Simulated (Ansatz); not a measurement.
Levels about the gap of amorphous Hf₁₈O₃₇Li₂ (57 atoms in a cell of 722 Å³, 8.78 g/cm³; zone centre alone, so wide bands show as single levels with stretches between that a denser mesh fills), at the geometry that PBE relaxed, where it gives 1.3 GPa on a denser mesh. The participation number counts the atoms over which a state spreads; weights are charges in smoothed Voronoi cells. The levels come from a single point, so bond lengths are those of that geometry. Method of the levels: PBE, scalar-relativistic without spin-orbit coupling (Ansatz, a first-principles code). Sampling: the zone centre alone; Fermi-Dirac width 0.02 eV; no spin polarisation.

Preparation: random packing, a CHGNet melt and quench, and a DFT relaxation. O atoms were pushed apart under 1.9 Å during the dynamics, to hinder bonds among them. The hot cell started wider than the set density and was brought back towards it in steps. It is the lowest in DFT energy of 2 quenches. It is a model cell: composition and starting density were chosen by hand, and all elements were melted together. No dispersion term was used. Its density started from a set value of 8.78 and ended at 8.78 g/cm³. The simulated quench (nominally 300 K/ps over its main leg) is rapid and tends to freeze in more defects than a deposited or slowly cooled glass has. Values belong to this one cell and scatter from quench to quench. The volume was held where the preparation left it and the shape relaxed, at a PBE pressure of 1.3 GPa. Stress components on the final sampling reach 1.3 GPa.

```json
[
 {"E - E(highest filled), eV": "-0.33", "filling": "filled", "participation number": "26.1", "largest on": "O, 2 neighbours", "weight O": "0.94", "weight Hf": "0.05", "weight Li": "0.00"},
 {"E - E(highest filled), eV": "-0.30", "filling": "filled", "participation number": "15.4", "largest on": "O, 2 neighbours", "weight O": "0.94", "weight Hf": "0.05", "weight Li": "0.01"},
 {"E - E(highest filled), eV": "-0.26", "filling": "filled", "participation number": "17.9", "largest on": "O, 3 neighbours", "weight O": "0.94", "weight Hf": "0.05", "weight Li": "0.00"},
 {"E - E(highest filled), eV": "-0.25", "filling": "filled", "participation number": "11.3", "largest on": "O, 2 neighbours", "weight O": "0.94", "weight Hf": "0.06", "weight Li": "0.00"},
 {"E - E(highest filled), eV": "-0.12", "filling": "filled", "participation number": "14.6", "largest on": "O, 2 neighbours", "weight O": "0.94", "weight Hf": "0.05", "weight Li": "0.00"},
 {"E - E(highest filled), eV": "-0.07", "filling": "filled", "participation number": "9.7", "largest on": "O, 3 neighbours", "weight O": "0.95", "weight Hf": "0.05", "weight Li": "0.01"},
 {"E - E(highest filled), eV": "0.00", "filling": "filled", "participation number": "13.2", "largest on": "O, 3 neighbours", "weight O": "0.94", "weight Hf": "0.05", "weight Li": "0.01"},
 {"E - E(highest filled), eV": "4.20", "filling": "empty", "participation number": "18.7", "largest on": "Hf, 7 neighbours", "weight O": "0.38", "weight Hf": "0.61", "weight Li": "0.01"},
 {"E - E(highest filled), eV": "4.22", "filling": "empty", "participation number": "27.2", "largest on": "Hf, 6 neighbours", "weight O": "0.50", "weight Hf": "0.47", "weight Li": "0.03"},
 {"E - E(highest filled), eV": "4.37", "filling": "empty", "participation number": "19.4", "largest on": "Hf, 6 neighbours", "weight O": "0.38", "weight Hf": "0.61", "weight Li": "0.01"},
 {"E - E(highest filled), eV": "4.50", "filling": "empty", "participation number": "26.9", "largest on": "Hf, 6 neighbours", "weight O": "0.40", "weight Hf": "0.59", "weight Li": "0.01"},
 {"E - E(highest filled), eV": "4.58", "filling": "empty", "participation number": "23.6", "largest on": "Hf, 5 neighbours", "weight O": "0.36", "weight Hf": "0.63", "weight Li": "0.01"},
 {"E - E(highest filled), eV": "4.60", "filling": "empty", "participation number": "19.9", "largest on": "Hf, 6 neighbours", "weight O": "0.36", "weight Hf": "0.63", "weight Li": "0.00"},
 {"E - E(highest filled), eV": "4.69", "filling": "empty", "participation number": "25.1", "largest on": "Hf, 6 neighbours", "weight O": "0.39", "weight Hf": "0.61", "weight Li": "0.01"}
]
```

Most localised among these is the filled level at -0.07 eV, on a O atom, which has 3 neighbours (Hf 2.01 Å, Hf 2.04 Å, Li 2.07 Å).
